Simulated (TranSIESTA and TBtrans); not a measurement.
Run with TranSIESTA and TBtrans (open boundaries, self-consistent; PseudoDojo norm-conserving potentials, scalar-relativistic): PAO.BasisSize DZP, PAO.EnergyShift 0.15 eV, XC.Authors PBE, Mesh.Cutoff 200 Ry, ElectronicTemperature 300 K, TS.Voltage 0.0 eV, TBT.Elecs.Eta 0.001 eV, no spin polarisation.

Device: Ga chain with one bond stretched by 1.0 Å. Leads: straight Ga chain, spacing 2.55 Å. Geometry: as built, not relaxed.

**Question.** Give the largest eigenchannel transmissions at the Fermi level (four at most) and the total.

**Answer.** 0.59, 0.53, 0.53; total 1.65. The straight chain is held at its spacing; free chains may zigzag or dimerise. No spin-polarised start was tried, so a magnetic state, if there is one, is missed.
